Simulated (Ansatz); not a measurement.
The parent structure is GaAs in the zinc blende structure (space group F-43m, No. 216; a = 5.659 Å).

The change: a fraction x = 0.25 of the Ga sites is given to Al, ordered in a cell of 8 atoms (starting symmetry Cm) and fully relaxed.

The other end (x = 1) is AlAs in the zinc blende structure (space group F-43m, No. 216): 22.84 Å³/atom, gap 1.34 eV.

Levels (all Ansatz, a program for electronic structure, PAW, earlier PAW set): PBEsol (420 eV, spin-orbit coupling left out); PBEsol+SOC (420 eV, spin-orbit coupling included).

The geometry is relaxed with PBEsol.

PBEsol valence-band top at Γ: 0.00, -0.01, -0.01 eV
PBEsol band gap: 0.68 eV
PBEsol width of the top valence band: 1.67 eV
PBEsol gap character: direct at Γ

With PBEsol+SOC at the same geometry, the valence-band top at Γ (three highest Kramers pairs, from the VBM) becomes 0.00, -0.01, -0.33 eV (PBEsol: 0.00, -0.01, -0.01 eV); the band gap drops by 0.10 eV, from 0.68 eV to 0.58 eV; the width of the top valence band goes up by 0.10 eV, from 1.67 eV to 1.77 eV; the gap character (in this cell's own zone, which can be folded) stays direct at Γ.

Single points use the geometry relaxed with PBEsol. The spin-orbit shifts are approximate. These are small ordered cells, not random alloys; other orderings at the same x differ. Whether these cells are dynamically stable was not tested. Labels are those of the standard path for the cell's own space group.
